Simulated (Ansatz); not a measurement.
## CsH (Pm-3m, No. 221, 2 atoms in the cell; start mp-632319; a measured phase of this formula has another space group)

Calculation: PBE0 in Ansatz (PAW).

Settings: plane-wave cutoff 500 eV, 6×6×6 k mesh, gaussian smearing 0.02 eV, scalar-relativistic PAW data made under PBE.

Cell (relaxed with r²SCAN):

```xyz
2
Lattice="3.8162 0.0000 0.0000 0.0000 3.8162 0.0000 0.0000 0.0000 3.8162" Properties=species:S:1:pos:R:3 pbc="T T T"
Cs     0.0000     0.0000     0.0000
H      1.9081     1.9081     1.9081
```

For CsH (Pm-3m, No. 221, 2 atoms in the cell; start mp-632319; a measured phase of this formula has another space group), the band gap comes out as 4.30 eV (on the SCF k mesh).

Spin–orbit coupling is not included.

Computed values are for the static lattice.

It cost roughly 50 core-seconds of CPU time.

A start named mp-… is a Materials Project structure, which need not be a measured phase.

Ansatz is a first-principles code.
